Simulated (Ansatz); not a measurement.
## Pressure series in CoSn

Take CoSn (space group P6/mmm, No. 191; non-magnetic) as the base.

```
CELL_PARAMETERS angstrom
      5.29399     0.00000     0.00000
     -2.64700     4.58473     0.00000
      0.00000     0.00000     4.23543
ATOMIC_POSITIONS crystal
  Co 0.50000 0.00000 0.00000
  Co 0.50000 0.50000 0.00000
  Co 0.00000 0.50000 0.00000
  Sn 0.00000 0.00000 0.00000
  Sn 0.33333 0.66667 0.50000
  Sn 0.66667 0.33333 0.50000
```

Cell and atoms are relaxed at each pressure.

Method: Kohn–Sham DFT with the PBE functional, run in Ansatz (a program for electronic structure) with PAW and 420 eV plane waves, no SOC.

Notes on the quantities. enthalpy: H = E + PV relative to the base's energy.

```json
[
 {"variant": "base", "shortest interatomic distance": "4.935 bohr", "enthalpy": "–", "density": "8.61 g/cm³", "c/a ratio": "0.800"},
 {"variant": "pressure −2 GPa", "shortest interatomic distance": "4.962 bohr", "enthalpy": "-0.22 eV/atom", "density": "8.47 g/cm³", "c/a ratio": "0.800"},
 {"variant": "pressure −1 GPa", "shortest interatomic distance": "4.948 bohr", "enthalpy": "-0.11 eV/atom", "density": "8.54 g/cm³", "c/a ratio": "0.800"},
 {"variant": "pressure 1.8 GPa", "shortest interatomic distance": "4.913 bohr", "enthalpy": "+0.19 eV/atom", "density": "8.73 g/cm³", "c/a ratio": "0.800"},
 {"variant": "pressure 4.2 GPa", "shortest interatomic distance": "4.885 bohr", "enthalpy": "+0.44 eV/atom", "density": "8.88 g/cm³", "c/a ratio": "0.800"},
 {"variant": "pressure 9 GPa", "shortest interatomic distance": "4.835 bohr", "enthalpy": "+0.93 eV/atom", "density": "9.15 g/cm³", "c/a ratio": "0.800"},
 {"variant": "pressure 18 GPa", "shortest interatomic distance": "4.759 bohr", "enthalpy": "+1.82 eV/atom", "density": "9.60 g/cm³", "c/a ratio": "0.800"},
 {"variant": "pressure 30 GPa", "shortest interatomic distance": "4.678 bohr", "enthalpy": "+2.94 eV/atom", "density": "10.10 g/cm³", "c/a ratio": "0.799"},
 {"variant": "pressure 45 GPa", "shortest interatomic distance": "4.597 bohr", "enthalpy": "+4.27 eV/atom", "density": "10.64 g/cm³", "c/a ratio": "0.799"},
 {"variant": "pressure 60 GPa", "shortest interatomic distance": "4.531 bohr", "enthalpy": "+5.54 eV/atom", "density": "11.11 g/cm³", "c/a ratio": "0.799"}
]
```

Load acts through the strain it causes; cell and atoms are relaxed under it. No phonon test of stability was made. Competing high-pressure phases were not computed. Seeded moments were not kept for the base. All final runs are without spin polarisation.
